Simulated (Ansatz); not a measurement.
The reference is Nb2BS (space group P6_3/mmc, No. 194; a = 3.361 Å, c = 11.628 Å; a cell from a computed database, its experimental status unchecked).

(Cell as relaxed with PBE.)

Levels (all Ansatz, an electronic-structure program, PAW): PBE (420 eV, scalar-relativistic without spin-orbit coupling); PBEsol (420 eV, spin-orbit coupling left out).

Each level relaxes its own structure.

```json
[
 {"quantity": "volume per atom", "PBE": "14.22 Å³", "PBEsol": "…"},
 {"quantity": "lattice parameter a", "PBE": "3.361 Å", "PBEsol": "…"},
 {"quantity": "lattice parameter c", "PBE": "11.628 Å", "PBEsol": "…"},
 {"quantity": "band gap", "PBE": "zero", "PBEsol": "…"}
]
```

### Question
What does PBEsol give?

### Answer

- volume per atom, PBEsol: 13.79 Å³
- lattice parameter a, PBEsol: 3.327 Å
- lattice parameter c, PBEsol: 11.509 Å
- band gap, PBEsol: zero

PBE's volume per atom lies 0.43 Å³ above PBEsol's (3.1 %); PBE's lattice parameter a lies 0.034 Å above PBEsol's (1.0 %); PBE's lattice parameter c lies 0.119 Å above PBEsol's (1.0 %); the two agree on the band gap. Neither level is exact; PBEsol is the comparison here, not a measurement.

Stability against distortions was not tested. All final runs are without spin polarisation.
